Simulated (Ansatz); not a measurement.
Si: pressure series

The reference is Si in the diamond structure (space group Fd-3m, No. 227; a = 5.4441 Å).

Cell and atoms are relaxed at each pressure.

The values are results of Ansatz (a first-principles code), r2SCAN, PAW, cutoff 500 eV, no SOC, earlier PAW set, not measurements.

Computed cases, in order: pressure −2 GPa; pressure −1 GPa; 0 GPa (base); pressure 1.8 GPa; pressure 4.2 GPa; pressure 9 GPa; pressure 18 GPa; pressure 30 GPa; pressure 45 GPa; pressure 60 GPa.

Question: Between which two neighbouring cases does the band gap open or close?

Answer: Between pressure 45 GPa (0.16 eV) and pressure 60 GPa (zero). The whole series: pressure −2 GPa: 0.81 eV; pressure −1 GPa: 0.79 eV; 0 GPa (base): 0.78 eV; pressure 1.8 GPa: 0.74 eV; pressure 4.2 GPa: 0.70 eV; pressure 9 GPa: 0.63 eV; pressure 18 GPa: 0.49 eV; pressure 30 GPa: 0.34 eV; pressure 45 GPa: 0.16 eV; pressure 60 GPa: zero.

Load acts through the strain it causes; cell and atoms are relaxed under it. No phonon test of stability was made. Measured, Si leaves this structure (for the β-tin structure) near 12 GPa (room temperature; as listed in arXiv:1906.07825). The zero or small gap of Si under pressure 45 GPa and Si under pressure 60 GPa can change with the level of theory.
